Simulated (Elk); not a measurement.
Input and output of a self-consistent single point for IrOs (P-6m2, 2 atoms in the cell) (Elk).

Method of the run: PBEsol, all-electron FP-LAPW, Elk's shipped species files, APW+lo basis with extra local orbitals in Elk 10.2.4.

The change in words: lattice scaled by 0.98. Reference geometry:
```
CELL_PARAMETERS angstrom
      2.80809     0.00000     0.00000
     -1.40405     2.43188     0.00000
      0.00000     0.00000     4.46336
ATOMIC_POSITIONS crystal
  Os 0.33333 0.66667 0.00000
  Ir 0.66667 0.33333 0.50000
```

Reference input (self-consistent single point, DFT, PBEsol, all-electron FP-LAPW, Elk's shipped species files, APW+lo basis with extra local orbitals): xctype = 22; rgkmax = 7.5; stype = 3; swidth = 0.00367493 Ha; ngridk = 13 13 8; gmaxvr = 16 1/bohr; nxlo = 2; lorbcnd = true; rmtscf = 0.87; lmaxi = 2. This run's input differs from it in these lines:

```diff
@@ -31,8 +31,8 @@
 scale
-  5.306530912
+  5.200399806
 
 avec
-    1.0000000000    0.0000000702    0.0000000000
-   -0.5000000608    0.8660253687    0.0000000000
-    0.0000000000    0.0000000000    1.5894621224
+    1.0000000000    0.0000000854    0.0000000000
+   -0.5000000739    0.8660253611    0.0000000000
+    0.0000000000    0.0000000000    1.5894623513
```

Output, abridged:

```
│ Self-consistent loop started │
│ Loop number : 1 │
 total energy                :     -35133.6399925
│ Loop number : 2 │
 total energy                :     -35134.0727027
RMS change in Kohn-Sham potential (target) :   0.1530313821     (  0.1000000000E-05)
Absolute change in total energy (target)   :   0.4327101369     (  0.1000000000E-03)
│ Loop number : 3 │
 total energy                :     -35134.4596675
RMS change in Kohn-Sham potential (target) :   0.1467343390     (  0.1000000000E-05)
Absolute change in total energy (target)   :   0.4951424330     (  0.1000000000E-03)
│ Loop number : 4 │
   [... lines left out ...]
Absolute change in total energy (target)   :   0.1773911790E-03 (  0.1000000000E-03)
│ Loop number : 16 │
 total energy                :     -35130.2662070
RMS change in Kohn-Sham potential (target) :   0.4805589187E-06 (  0.1000000000E-05)
Absolute change in total energy (target)   :   0.1370211030E-03 (  0.1000000000E-03)
│ Loop number : 17 │
 total energy                :     -35130.2662219
RMS change in Kohn-Sham potential (target) :   0.4891925207E-07 (  0.1000000000E-05)
Absolute change in total energy (target)   :   0.4912354780E-04 (  0.1000000000E-03)
Convergence targets achieved

│ Loop number : 18 │

Energies :
 Fermi                       :     0.558707494856
 total energy                :     -35130.2662303

Density of states at Fermi energy :    49.18104914
 (states/Hartree/unit cell)

Estimated indirect band gap :   0.8330012656E-03
 from k-point     52 to k-point    110
Estimated direct band gap   :   0.8801324644E-02
 at k-point    155

Charges :
 core                        :    94.00000000
 valence                     :    59.00000000
 interstitial                :    3.602380870
 muffin-tins (core leakage)
  species :    1 (Os)
   atom    1                 :    74.11449897     (  0.4754018903E-06)
  species :    2 (Ir)
   atom    1                 :    75.28312016     (  0.1541481449E-02)
 total in muffin-tins        :    149.3976191
 total calculated charge     :    152.9894153
 total charge                :    153.0000000
 error                       :   0.1058468970E-01

│ Self-consistent loop stopped │
```

The run converged in 18 iterations. The count includes the last loop, which Elk runs after its targets are met. Against the reference run the free energy goes down by 120 meV/atom.

The starting cell comes from a database of computed structures (which also holds hypothetical and non-ambient phases and stackings), without a prior relaxation at this level. Its lattice was rescaled by a random factor within 2.5 % of one. For this run, on top of that: lattice scaled by 0.98. Spin-orbit coupling is off. Spin polarisation is off. Values depend on the basis (sphere radii, cutoffs, local orbitals), which need not be converged. The log's line on a gap gives a spacing of levels on this mesh, which the program prints for metals too.

Cost on one core of a shared machine: roughly 3 min.
